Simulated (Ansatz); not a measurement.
Structure of amorphous Si₂₄O₅₀Sn (periodic cell):

```xyz
75
Lattice="10.2313 0.1636 -0.3252 0.1636 10.7234 -0.4470 -0.3252 -0.4470 10.3238" Properties=species:S:1:pos:R:3 pbc="T T T"
Si     3.2281    10.4861     1.7396
Si     2.2034    10.2880     8.9571
Si     1.6570     9.8479     4.0795
Si     5.5220     3.7580     7.3983
Si     4.9353     8.1976     3.2482
Si     9.9934     3.7972     8.1982
Si     8.4171     8.6128     6.7605
Si     8.6453     4.3472     3.7219
Si     2.2726     7.1722     2.9910
Si     6.2736     6.7452     7.9598
Si     3.7611     1.5024     7.6185
Si     3.7906     3.3443     5.2100
Si     1.0992     4.1715     0.3584
Si     9.2678    10.1733     9.3211
Si     3.2282     7.5021     8.1509
Si     5.0483     1.5298     3.3064
Si     4.5645    10.3264     5.1120
Si     8.4668     8.0417     0.0931
Si     8.8926    10.2791     4.2132
Si     8.0341     7.3982     2.9751
Si     2.1193     6.9750     0.0997
Si     0.5628     6.5054     7.7622
Si     8.0504     2.5311     6.0895
Si     1.3296     4.2412     3.3523
O      3.1117    10.4891     0.1266
O      9.8358     7.7629     6.7145
O      1.9227     7.7640     1.4919
O      4.9510     2.9266     4.1351
O      4.5587     4.3950     6.2135
O      8.5608    10.6665     2.5990
O      3.1796     6.9835     9.7045
O      1.1745     3.5089     1.8550
O      0.5624    10.3001     9.1407
O      8.2236     3.5067     2.3774
O      0.5379     6.8578     9.3955
O      9.4987     4.3479     9.7340
O      8.3859     9.5979     8.0828
O      1.0814     2.9052     9.2630
O      9.4229     9.2993     0.0536
O      2.1866     5.3869     0.3992
O      3.1725     2.2057     6.2330
O      8.2874     1.2107     5.2198
O      8.1216     9.6336     5.5689
O      8.2327     5.9139     3.6006
O      4.6584     0.2129     7.0651
O      6.9676     7.2488     9.4150
O      8.7987     1.1639     0.2430
O      3.6014     1.2370     2.6172
O      7.9972     3.8381     5.1080
O      3.8928     6.9238     3.1396
O      8.5256     7.1475     1.3745
O      5.3211     0.4179     4.4791
O      0.2969    10.3048     4.7925
O      4.9599     8.7586     4.8013
O      2.9499    10.4477     4.8678
O      7.2655     7.4240     6.8719
O      6.6247     2.6847     6.8836
O      0.0175     3.9348     4.2305
O      6.0982     1.5293     2.0804
O      0.0616     4.9597     7.5881
O      2.6969     9.0317     8.0357
O      1.7842     8.2193     4.1125
O      6.4306     7.7423     2.8162
O      4.5903     2.7495     8.3441
O      2.1366     6.6148     7.2829
O      2.6662     0.8781     8.6636
O      8.9271     8.5473     3.6037
O      9.1670     2.7499     7.3036
O      4.3187     9.3329     2.2085
O      4.7873     7.3534     7.7229
O      1.7833    10.3324     2.5026
O      1.3939     5.8356     3.1233
O      2.5865     3.8543     4.2721
O      6.2156     5.1091     8.0653
Sn     8.0554     1.5748     2.0592
```

The numbers are results of PBE, scalar-relativistic without spin-orbit coupling (plane waves to 420 eV, PAW; Ansatz, an electronic-structure program), not measurements.

A CHGNet melt-quench gave the starting glass, which DFT then relaxed. O atoms were pushed apart under 1.9 Å during the dynamics, to hinder bonds among them. The hot cell started wider than the set density and was brought back towards it in steps. It is the lowest in DFT energy of 2 quenches. It is a model cell: composition and starting density were chosen by hand, and all elements were melted together. No dispersion term was used. Its density started from a set value of 2.34 and ended at 2.34 g/cm³. Cooling (nominally 480 K/ps over its main leg) ran many orders faster than in experiment, which tends to leave more defects and strain. One small periodic cell is one sample of the glass; other quenches scatter about these values. The volume was held where the preparation left it and the shape relaxed, at a PBE pressure of -0.1 GPa (tension).

Cut-offs for bonds: Si-Si 2.60 Å, Si-O 1.98 Å, Si-Sn 2.75 Å, O-O 1.58 Å, O-Sn 2.46 Å, Sn-Sn 3.06 Å. Two cations that share two anions don't count as bonded, nor two that share one unless they lie closer than Si-Si 2.38 Å, Si-Sn 2.68 Å, Sn-Sn 2.97 Å.

Task: Give the coordination numbers, mean bond lengths and angles.

Result: 
```json
{
 "Mean coordination of Si by anions": "4.00 (1 with 3, 22 with 4, 1 with 5)",
 "Mean coordination of O": "2.00 (50 with 2)",
 "Mean coordination of Sn by anions": "4.00 (1 with 4)",
 "Mean Si-O bond": "1.642 Å (spread 0.037 Å, 96 counted)",
 "Mean O-Sn bond": "1.966 Å (spread 0.025 Å, 4 counted)",
 "Bond angle at Si": "mean 109.5°, spread 8.8°",
 "Bond angle at O": "mean 136.8°, spread 16.5°",
 "Bond angle at Sn": "mean 109.2°, spread 13.5°"
}
```

Task: Which atoms depart from the most common coordination of their element?

Result: Si18 has 3 (O51 1.56 Å, O39 1.58 Å, O46 1.58 Å); Si19 has 5 (O53 1.67 Å, O43 1.69 Å, O30 1.69 Å, O42 1.80 Å, O67 1.84 Å).

Task: List the pairs of like atoms that count as bonded by the rules above.

Result: There are none by these rules.
